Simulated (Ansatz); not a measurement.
The parent structure is a 12-atom supercell of Au in the fcc (Cu type) structure (space group Fm-3m, No. 225) at its relaxed geometry.

```xyz
12
Lattice="0.0000 4.0834 4.0834 4.0834 -4.0834 4.0834 4.0834 4.0834 0.0000" Properties=species:S:1:pos:R:3 pbc="T T T"
Au     0.0000     0.0000     0.0000
Au     2.0417     2.0417     0.0000
Au     2.0417     0.0000     2.0417
Au     4.0834     2.0417     2.0417
Au     4.0834     0.0000     4.0834
Au     6.1252     2.0417     4.0834
Au     0.0000     2.0417     2.0417
Au     2.0417     4.0834     2.0417
Au     2.0417     2.0417     4.0834
Au     4.0834     4.0834     4.0834
Au     4.0834     2.0417     6.1252
Au     6.1252     4.0834     6.1252
```

Level of theory: PBEsol (Ansatz, an electronic-structure program, PAW, spin-orbit coupling left out).

Before the change:

| Quantity | Value |
|---|---|
| Mean distance from the defect site to its nearest host atoms | 289 pm |
| Pressure | -0.1 GPa |

The change: a neutral Cu on a Au site, atoms relaxed at fixed cell, starting from a slightly rattled geometry.

Tabulated Pauling electronegativity and covalent radius: Au 2.54, 1.36 Å; Cu 1.90, 1.32 Å.

### Question
What happens to the largest displacement of a host atom from its site in the perfect cell?

### Answer
The largest displacement of a host atom from its site in the perfect cell comes out as 0.05 Å.

### Question
Predict the new mean distance from the defect site to its nearest host atoms.

### Answer
The mean distance from the defect site to its nearest host atoms falls by 4 pm to 285 pm.

### Question
How does this affect the pressure?

### Answer
The pressure drops by 3.89 GPa (-0.1 GPa → -3.9 GPa).

In so small a cell the defect repeats every few ångströms: this is an ordered compound, not a dilute defect. The final runs are not spin-polarised. The defect cell is not spin-polarised.
